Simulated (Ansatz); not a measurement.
```
CELL_PARAMETERS angstrom
      0.00000     4.69899     4.69899
      4.69899     0.00000     4.69899
      4.69899     4.69899     0.00000
ATOMIC_POSITIONS crystal
  K  0.50000 0.50000 0.50000
  Cs 0.75000 0.75000 0.75000
  Cs 0.25000 0.25000 0.25000
  Y  0.00000 0.00000 0.00000
  F  0.77039 0.22961 0.22961
  F  0.22961 0.77039 0.77039
  F  0.22961 0.77039 0.22961
  F  0.77039 0.22961 0.77039
  F  0.22961 0.22961 0.77039
  F  0.77039 0.77039 0.22961
```

The cell is a database entry relaxed within its symmetry; it need not be the phase found at ambient conditions. Dynamical quadrupoles are not included in the interpolation of the phonons between the solved wave vectors.

Problem. Is this relaxed cell dynamically stable according to harmonic phonons (finite displacements on a 4×4×4 mesh, DFT at the PBEsol level (Ansatz, a quantum-chemistry and plane-wave program), k mesh 4×4×4)? If not, where is the strongest instability?

Solution. No. The softest mode is 60i cm⁻¹ at q = (0.000, 0.000, 0.000) in fractions of the reciprocal vectors of this cell, and 64 of the 64 wave vectors of the mesh carry a mode beyond 15i cm⁻¹.

The PAW data sets were generated under PBE and serve the other functionals too.
